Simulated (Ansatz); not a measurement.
CrGe (space group P2_13, No. 198; ferromagnetic; a cell from a computed database, its experimental status unchecked)

CrGe is taken in the cubic space group P2₁3 (No. 198), Pearson symbol cP8. Conventional cell: a = b = c = 4.7002 Å, α = β = γ = 90.00°. Cr on 4a has 4 Ge at 2.379–2.472 Å and 3 Ge at 2.621 Å. Ge on 4a is surrounded by 4 Cr at 2.379–2.472 Å and 3 Cr at 2.621 Å and 6 Ge at 2.905 Å. (Neighbours: up to the widest gap in distance over summed covalent radii, below 1.35, at either atom; cation-cation and far metal-metal contacts left out.)

Computed with Ansatz (a quantum-chemistry and plane-wave program), PBEsol, PAW, cutoff 420 eV, spin-orbit coupling left out. Settings: 10×10×10 k-points, 0.05 eV Fermi–Dirac smearing.

```yaml
volume_per_atom: 12.98 Å³
density: 7.97 g/cm³
band_gap: zero
magnetic_state: ferromagnetic
total_energy: -3801.395 eV/atom (σ→0; compares only within this code and set-up)
```

Other magnetic orders, which the real material may have, were not ruled out. Stability against distortions was not tested.
